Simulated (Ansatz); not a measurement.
**Carrier properties of BaS2 (C2/c)**

Here is the system:

```xyz
6
Lattice="4.5451 -2.3495 -0.0124 4.5451 2.3495 -0.0124 -4.1624 0.0000 7.9476" Properties=species:S:1:pos:R:3 pbc="T T T"
Ba     3.5045     1.6944     1.9745
Ba     1.4233    -1.6944     5.9483
S     -0.9725    -0.6716     7.7689
S      5.9003     0.6716     0.1539
S      3.8191    -0.6716     4.1277
S      1.1087     0.6716     3.7951
```

Computed with r2SCAN, rigid bands (plane waves, PAW, scalar-relativistic; Ansatz, a program for electronic structure). Condition of this run: functional r2SCAN on the same cell. How the cell was made: cell and atoms relaxed with PBEsol.

The band gap comes out as 1.81 eV and the electron conductivity mass (300 K, dilute) comes out as 0.20 (x), 0.68 (y), 6.4 (z) mₑ. The hole conductivity mass (300 K, dilute) is 0.96 (x), 2.5 (y), 7.7 (z) mₑ and the effective density of states N_c (300 K) is 4.5e19 cm⁻³. The effective density of states N_v (300 K) is 2.6e20 cm⁻³ and the density-of-states mass, electrons comes out as 1.47 mₑ. The density-of-states mass, holes is 4.8 mₑ, the Seebeck coefficient, n-type 1e19 cm⁻³, 300 K is -431 μV/K and the best n-type power factor at 300 K for τ = 10 fs (best axis; densities from 1e16 to 1e21 cm⁻³ tried, whether or not they can be reached) comes out as 168 μW/(cm·K²) at 3e20 cm⁻³. The Seebeck coefficient, p-type 1e19 cm⁻³, 300 K is 486 μV/K and the best p-type power factor at 300 K for τ = 10 fs (best axis; densities from 1e16 to 1e21 cm⁻³ tried, whether or not they can be reached) comes out as 28 μW/(cm·K²) at 3e20 cm⁻³.

Rigid bands; masses and Seebeck coefficients take one relaxation time τ for all states and one kind of carrier; polarons and phonon drag are left out. Spin-orbit coupling is left out; where it splits the top of the valence band, N_v and the p-type Seebeck coefficient come out somewhat high without it. Geometry: cell and atoms relaxed with PBEsol.

Formula and space group known from diffraction (Crystallography Open Database), not checked to be the room-temperature form: BaS2 (C2/c).
